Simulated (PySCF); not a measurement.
PySCF 2.14.0, PBE0/def2-svpd: Nb(F)4(NH2) ([NH2][Nb]([F])([F])([F])[F]), 8 atoms. The geometry is a generated start, not checked to be a minimum at this level.

```json
{
 "task": "energy and gradient",
 "method": "pbe0",
 "basis": "def2-svpd",
 "mol.max_memory": "7000 MB",
 "mf.init_guess": "minao (default)",
 "mf.DIIS": "CDIIS (default)",
 "mf.diis_space": "8 (default)",
 "mf.conv_tol": "1e-09 (default)",
 "mf.grids.level": "3 (default)",
 "effective_core_potentials": "those of the basis set, past Kr",
 "basis functions (reference run)": "162",
 "grid points (reference run)": "113008"
}
```

```xyz
8

Nb    -0.4486    -0.5397    -0.1142
F      0.7172    -1.1238    -1.3387
F     -1.4900     0.1888     1.1439
F     -1.7232    -0.2485    -1.4047
F     -0.1629    -2.0295     0.9302
N      0.7860     0.9533     0.1981
H      1.6742     1.0935    -0.2936
H      0.6472     1.7059     0.8790
```

The reference run uses exact four-centre integrals. Each setting ran once; only counts and results are compared.

Settings tried, all else as in the reference:
- density fitting
- density fitting, auxbasis = autoaux
- density fitting, auxbasis = def2-universal-jfit
- density fitting of J alone, exact K

Sort the settings: which keep to the reference within 1.0 meV/atom in energy, 10 meV/Å in forces (largest component), and which don't?

Within it: density fitting; density fitting, auxbasis = autoaux; density fitting of J alone, exact K. Outside: density fitting, auxbasis = def2-universal-jfit.

| setting | energy against the reference | difference in forces (largest component) |
|---|---|---|
| density fitting | −0.0075 meV/atom | 0.45 meV/Å |
| density fitting, auxbasis = autoaux | +0.16 meV/atom | 0.76 meV/Å |
| density fitting of J alone, exact K | −0.42 meV/atom | 0.43 meV/Å |
| density fitting, auxbasis = def2-universal-jfit | +32 meV/atom | 10 meV/Å |

Total energies are compared; such shifts often cancel in part in energy differences. def2-universal-jfit is made for Coulomb alone and misses functions that exchange needs. No test of the SCF solution's stability was run. Also tried and not ranked: density fitting, auxbasis = def2-universal-jkfit (same energy as a listed run); COSX exchange (sgx_fit, pjs) with fitted J, mf.with_df.grids_level_i = 1, mf.with_df.grids_level_f = 1 (gradient came out as NaN); COSX exchange (sgx_fit, pjs) with fitted J, mf.with_df.grids_level_i = 1, mf.with_df.grids_level_f = 2 (default) (gradient came out as NaN); COSX exchange (sgx_fit, pjs) with fitted J, mf.with_df.grids_level_i = 1, mf.with_df.grids_level_f = 3 (gradient came out as NaN); COSX exchange (sgx_fit, pjs) with fitted J, mf.with_df.grids_level_i = 1, mf.with_df.grids_level_f = 4 (gradient came out as NaN). The tolerance is a choice made for this comparison.
